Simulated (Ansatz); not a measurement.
Start from TiC in the rock salt structure (space group Fm-3m, No. 225; a = 4.3331 Å; relaxed with 0.1 eV smearing).

Method: Ansatz (a first-principles code), PBE, PAW, cutoff 420 eV, no spin-orbit coupling.

For the base:

| Quantity | Result |
|---|---|
| Pressure | 0.0 GPa |
| Band gap | zero |

One thing is altered: every lattice vector is stretched by 2.00 %; the atoms relax in the strained cell.

**Question.** Estimate the effect on the pressure, energy relative to the base and band gap.

**Answer.** The pressure goes from zero to -13.2 GPa; the energy grows by 27 meV/atom; the band gap remains zero.

Whether these cells are dynamically stable was not tested. The final runs are not spin-polarised.
